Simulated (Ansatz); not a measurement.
**Response to strain in ZrRh3**

The parent structure is ZrRh3 in the Cu3Au type structure (space group Pm-3m, No. 221; a = 3.906 Å; relaxed with 0.1 eV smearing). Axes: x, y, z lie along the cube axes.

Strains are applied to the cell and any free atomic positions relax; under biaxial strain the out-of-plane vector relaxes too.

Level of theory: PBEsol (Ansatz, a first-principles code; PAW; 420 eV plane waves; scalar-relativistic without spin-orbit coupling).

Notes on the quantities. energy relative to the base: free energy F; pressure: mean of the normal stresses, compression positive.

```tsv
variant	energy relative to the base	pressure	shortest interatomic distance	space group
base	0 meV/atom	0.0 GPa	2.762 Å	Pm-3m (No. 221)
biaxial strain −0.88 %, plane normal [110], relaxed out of plane	(withheld)	2.8 GPa	2.737 Å	Cmmm (No. 65)
biaxial strain −0.82 %, plane normal [111], relaxed out of plane	+3.2 meV/atom	2.9 GPa	2.739 Å	R-3m (No. 166)
biaxial strain +1.14 %, plane normal [111], relaxed out of plane	(withheld)	-3.6 GPa	2.760 Å	R-3m (No. 166)
isotropic strain −0.23 %	+0.5 meV/atom	1.7 GPa	2.755 Å	Pm-3m (No. 221)
uniaxial strain ε_zz = +1.66 %	+4.3 meV/atom	-3.7 GPa	2.762 Å	P4/mmm (No. 123)
```

Q: Fill in the withheld entries from the trend.

A: 
- biaxial strain −0.88 %, plane normal [110], relaxed out of plane, energy relative to the base: +3.5 meV/atom
- biaxial strain +1.14 %, plane normal [111], relaxed out of plane, energy relative to the base: +5.8 meV/atom

Whether these cells are dynamically stable was not tested. All final runs are without spin polarisation.
